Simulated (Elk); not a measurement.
**Worked example: self-consistent single point of ScTa (P4/mmm, 2 atoms in the cell) in Elk**

Method: PBE, all-electron FP-LAPW, Elk's shipped species files, APW+lo basis with extra local orbitals run with Elk.

Input:

```
tasks
  0

xctype
  20

rgkmax
  8.0

gmaxvr
  16.0

nxlo
  2

lorbcnd
  .true.

rmtscf
  0.99

lmaxi
  2

stype
  0

swidth
  0.00734986

maxscl
  100

scale
  5.866730343

avec
    1.0000000000    0.0000000000    0.0000000000
    0.0000000000    1.0000000000    0.0000000000
    0.0000000000    0.0000000000    1.3107143087

atoms
  2
  'Sc.in'
  1
  0.5000000000  0.5000000000  0.5000000000    0.0 0.0 0.0
  'Ta.in'
  1
  0.0000000000  0.0000000000  0.0000000000    0.0 0.0 0.0

ngridk
  7 7 6
```

Output, abridged:

```
│ Elk code version 10.2.4 │

All units are atomic (Hartree, Bohr, etc.)

│ Ground-state run starting from atomic densities │

Lattice vectors :
   5.866730343       0.000000000       0.000000000
   0.000000000       5.866730343       0.000000000
   0.000000000       0.000000000       7.689607406

Unit cell volume      :    264.6649441
Brillouin zone volume :   0.9372235310

Muffin-tin inner radius fraction :   0.1000000000E-01

Nuclei treated as point charges

Species :    1 (Sc)
 parameters loaded from : Sc.in
 name : scandium
 nuclear charge    :   -21.00000000
 electronic charge :    21.00000000
 atomic mass :    81949.61066
 muffin-tin radius :    2.376000000
 number of radial points in muffin-tin :    497
 atomic positions (lattice), magnetic fields (Cartesian) :
   1 :   0.00000000  0.00000000  0.00000000    0.00000000  0.00000000  0.00000000

Species :    2 (Ta)
 parameters loaded from : Ta.in
 name : tantalum
 nuclear charge    :   -73.00000000
 electronic charge :    73.00000000
 atomic mass :    329847.8433
 muffin-tin radius :    2.772000000
 number of radial points in muffin-tin :    697
 atomic positions (lattice), magnetic fields (Cartesian) :
   1 :   0.50000000  0.50000000  0.50000000    0.00000000  0.00000000  0.00000000

Total number of atoms per unit cell :    2

Spin treatment :
 spin-unpolarised

Number of Bravais lattice symmetries :   16
Number of crystal symmetries         :   16
Crystal has inversion symmetry
Real symmetric eigensolver will be used

k-point grid :      7     7     6
k-point offset :    0.000000000       0.000000000       0.000000000
k-point set is reduced with full crystal symmetry group
Total number of k-points :       40

Muffin-tin radius times maximum |G+k| :    8.000000000
 using average radius
Maximum |G+k| for APW functions       :    3.108003108
Maximum (1/2)|G+k|²                   :    4.829841660
Maximum |G| for potential and density :    16.00000000
 potential will be trimmed for |G| > 2 gkmax
Constant for pseudocharge density :   11
Radial integration step length :    4

G-vector grid sizes :     30    30    40
Number of G-vectors :    18335

Maximum angular momentum used for
 APW functions                      :    8
 outer part of muffin-tin           :    6
 inner part of muffin-tin           :    2

Total nuclear charge    :   -94.00000000
Total core charge       :    56.00000000
Total valence charge    :    38.00000000
Total excess charge     :    0.000000000
Total electronic charge :    94.00000000

Effective Wigner radius, rₛ :   0.8759782427

Number of empty states         :    8
Total number of valence states :   27
Total number of core states    :   56

Conduction state local-orbitals added automatically
Total number of local-orbitals :  174

Exchange-correlation functional :     20     0     0
 Perdew-Burke-Ernzerhof, Phys. Rev. Lett. 77, 3865 (1996)
 gradient requirement :    1
 generalised gradient approximation (GGA)

Smearing type :    0
 Gaussian
Smearing width :   0.7349860000E-02
Effective electronic temperature (K) :    2320.902224

Mixing type :    3
 Broyden mixing, J. Phys. A: Math. Gen. 17, L317 (1984)

Kohn-Sham potential initialised from atomic data

│ Self-consistent loop started │
│ Loop number : 1 │
 total energy                :     -16382.8606095
│ Loop number : 2 │
 total energy                :     -16383.3899036
RMS change in Kohn-Sham potential (target) :   0.2706721003     (  0.1000000000E-05)
Absolute change in total energy (target)   :   0.5292940855     (  0.1000000000E-03)
│ Loop number : 3 │
 total energy                :     -16383.3917919
RMS change in Kohn-Sham potential (target) :   0.2668680193     (  0.1000000000E-05)
Absolute change in total energy (target)   :   0.1342117634     (  0.1000000000E-03)
│ Loop number : 4 │
 total energy                :     -16384.8712233
RMS change in Kohn-Sham potential (target) :   0.2264580187     (  0.1000000000E-05)
Absolute change in total energy (target)   :    1.512984365     (  0.1000000000E-03)
│ Loop number : 5 │
 total energy                :     -16387.7108764
RMS change in Kohn-Sham potential (target) :   0.1048806415     (  0.1000000000E-05)
Absolute change in total energy (target)   :    3.217899151     (  0.1000000000E-03)
│ Loop number : 6 │
 total energy                :     -16389.6742469
RMS change in Kohn-Sham potential (target) :   0.3419451828E-01 (  0.1000000000E-05)
Absolute change in total energy (target)   :    2.767845352     (  0.1000000000E-03)
│ Loop number : 7 │
 total energy                :     -16390.5815910
RMS change in Kohn-Sham potential (target) :   0.9890532785E-03 (  0.1000000000E-05)
Absolute change in total energy (target)   :    1.599305456     (  0.1000000000E-03)
│ Loop number : 8 │
 total energy                :     -16390.5131074
RMS change in Kohn-Sham potential (target) :   0.4850033739E-03 (  0.1000000000E-05)
Absolute change in total energy (target)   :   0.3313427639     (  0.1000000000E-03)
│ Loop number : 9 │
 total energy                :     -16390.5042725
RMS change in Kohn-Sham potential (target) :   0.3545250255E-03 (  0.1000000000E-05)
Absolute change in total energy (target)   :   0.7400074211E-01 (  0.1000000000E-03)
│ Loop number : 10 │
 total energy                :     -16390.4894135
RMS change in Kohn-Sham potential (target) :   0.6014639521E-04 (  0.1000000000E-05)
Absolute change in total energy (target)   :   0.3641243995E-02 (  0.1000000000E-03)
│ Loop number : 11 │
 total energy                :     -16390.4886216
RMS change in Kohn-Sham potential (target) :   0.3624970635E-04 (  0.1000000000E-05)
Absolute change in total energy (target)   :   0.1183996865E-03 (  0.1000000000E-03)
│ Loop number : 12 │
 total energy                :     -16390.4848838
RMS change in Kohn-Sham potential (target) :   0.2923245054E-04 (  0.1000000000E-05)
Absolute change in total energy (target)   :   0.3708216704E-02 (  0.1000000000E-03)
│ Loop number : 13 │
 total energy                :     -16390.4858095
RMS change in Kohn-Sham potential (target) :   0.7621615109E-05 (  0.1000000000E-05)
Absolute change in total energy (target)   :   0.1354284905E-05 (  0.1000000000E-03)
│ Loop number : 14 │
 total energy                :     -16390.4856014
RMS change in Kohn-Sham potential (target) :   0.7061156170E-05 (  0.1000000000E-05)
Absolute change in total energy (target)   :   0.2084942644E-03 (  0.1000000000E-03)
│ Loop number : 15 │
 total energy                :     -16390.4857011
RMS change in Kohn-Sham potential (target) :   0.2530856071E-06 (  0.1000000000E-05)
Absolute change in total energy (target)   :   0.4759376679E-04 (  0.1000000000E-03)
Convergence targets achieved

│ Loop number : 16 │

Energies :
 Fermi                       :     0.338357137947
 sum of eigenvalues          :     -10006.9064642
 electron kinetic            :      18312.5400776
 core electron kinetic       :      17667.9465204
 Coulomb                     :     -34346.1502361
 Coulomb potential           :     -27853.2380934
 nuclear-nuclear             :     -1178.68514445
 electron-nuclear            :     -38481.6920899
 Hartree                     :      5314.22699824
 Madelung                    :     -20419.5311894
 xc potential                :     -466.208448406
 exchange                    :     -351.603375449
 correlation                 :     -5.27215527079
 total energy                :     -16390.4856892

Density of states at Fermi energy :    62.21253309
 (states/Hartree/unit cell)

Estimated indirect band gap :   0.4008730170E-02
 from k-point      7 to k-point     38
Estimated direct band gap   :   0.1224367173E-01
 at k-point     40

Charges :
 core                        :    56.00000000
 valence                     :    38.00000000
 interstitial                :    3.218604354
 muffin-tins (core leakage)
  species :    1 (Sc)
   atom    1                 :    19.24087109     (  0.4312756374E-08)
  species :    2 (Ta)
   atom    1                 :    71.54052455     (  0.2069657796E-06)
 total in muffin-tins        :    90.78139565
 total calculated charge     :    94.00211915
 total charge                :    94.00000000
 error                       :   0.2119150959E-02

│ Self-consistent loop stopped │
```

The run converged in 16 iterations. The count includes the last loop, which Elk runs after its targets are met.

The starting cell was generated: these elements placed on a structure prototype, without a prior relaxation; it need not be a known phase or ordering of this composition. Spin-orbit coupling is off. Spin polarisation is off. Values depend on the basis (sphere radii, cutoffs, local orbitals), which need not be converged. The log's line on a gap gives a spacing of levels on this mesh, which the program prints for metals too.
